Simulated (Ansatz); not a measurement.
Take Ca in the fcc (Cu type) structure (space group Fm-3m, No. 225; a = 5.456 Å; relaxed with 0.1 eV smearing) as the base. Axes: x, y, z lie along the cube axes.

Computed with PBEsol (Ansatz, a program for electronic structure; PAW; 420 eV plane waves; scalar-relativistic without spin-orbit coupling).

Strains are applied to the cell and any free atomic positions relax.

One change was made to it. Results:

The energy is nearly the same; the shortest interatomic distance decreases by 1.0 pm to 384.8 pm; the pressure (mean of the normal stresses, compression positive) hardly moves (0.0 GPa against 0.1 GPa).

Task: Name the change that was made.
A. uniaxial strain ε_zz = −1.00 %
B. uniaxial strain ε_zz = +0.50 %
C. uniaxial strain ε_zz = −1.50 %
D. uniaxial strain ε_zz = +1.00 %
E. uniaxial strain ε_zz = −0.50 %

Result: E, uniaxial strain ε_zz = −0.50 %. For comparison, the shortest interatomic distance in the other runs: uniaxial strain ε_zz = −1.00 % gives 383.9 pm; uniaxial strain ε_zz = −1.50 % gives 382.9 pm; uniaxial strain ε_zz = +0.50 % gives 385.8 pm; uniaxial strain ε_zz = +1.00 % gives 385.8 pm.

No phonon test of stability was made.
